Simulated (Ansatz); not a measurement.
**Ag: stress against strain**

Ag (fcc, Fm-3m, 17.284 Å³/atom and stress up to 0.01 GPa in the relaxed cell) under an equal strain ε in the (111) plane with the normal axis free, as in a coherent film. r2SCAN in Ansatz, a plane-wave DFT program (PAW, default set), 500 eV, 28×28×28 Γ-centred mesh, Fermi-Dirac smearing 0.10 eV. Stress is positive for a compressed cell.

Here s stands for strain and y for stress xx.

```
strain (%)  stress xx (GPa)
----------  ---------------
-2.50                     ?
-1.25                  2.40
-0.83                  1.54
-0.42                  0.75
0.00                   0.00
0.42                  -0.70
0.83                  -1.33
1.25                  -1.92
```

Taking a straight line for y over the 7 complete rows: Means: s 0, y 0.106. About the means, the sum of products is -8.3911 and the sum of squares of s is 4.8556; the slope is their ratio. Least squares gives y = 0.106 - 1.7281·s. Residuals (row less fit): 0.134, 0.000, -0.082, -0.106, -0.080, -0.002, 0.134; standard error 0.110 (degrees of freedom: 5). The slope gives the biaxial elastic modulus of this plane = about 170 GPa.

Problem. What does the fit predict for y at s = -2.50, and how far is the calculated value from it?

Solution. y = 0.106 - 1.7281 × (-2.50) = 4.426 GPa. The calculation gives 5.33 GPa, 0.904 GPa above the prediction (12.5 % of the range of y in the table). The row lies outside the fitted rows, so this is an extrapolation. From the scatter of the fitted rows alone, a prediction at this place has a standard error of 0.171 GPa, so the miss is 5.3 times that.

A polynomial of degree 2 through the 12 other runs of the series gives 5.29 there, so most of the miss is curvature that the fit leaves out. In a metal these values are sensitive to mesh and smearing; energies are taken to zero smearing, stresses follow the free energy. Rows are the converged runs of the series near zero and its far end; series whose fitted rows scatter by over a few per cent of the range, as at a crossing or softening among them, aren't shown in this form, nor equations of state whose B0' disagrees with the runs' pressures. Most that stay on the fit to the last digits aren't either.
